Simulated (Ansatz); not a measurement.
```
AlN
1.0
    3.16236     0.00000     0.00000
   -1.58118     2.73869     0.00000
    0.00000     0.00000     5.07657
Al N
2 2
Direct
  0.33333   0.66667   0.99692
  0.66667   0.33333   0.49692
  0.33333   0.66667   0.37808
  0.66667   0.33333   0.87808
```

These are r2SCAN with spin-orbit coupling, rigid bands (plane waves, PAW; Ansatz, a first-principles code) values and carry that method's errors. Condition of this run: hydrostatic pressure of -9 GPa (compression positive) (the target of the relaxation). Cell: cell and atoms relaxed with PBEsol, then loaded as said.

**Question.** What conductivity effective mass do dilute electrons have at 300 K?

**Answer.** 0.30 (x), 0.30 (y), 0.29 (z) mₑ.

**Question.** Predict the hole conductivity mass (n e² τ/σ) at 300 K, by direction if it differs.

**Answer.** 3.7 (x), 3.7 (y), 0.43 (z) mₑ.

**Question.** And the band gap?

**Answer.** 4.39 eV at this level; semilocal functionals usually fall short of the measured gap.

Rigid bands, one relaxation time for all states, no polarons. Geometry: cell and atoms relaxed with PBEsol.
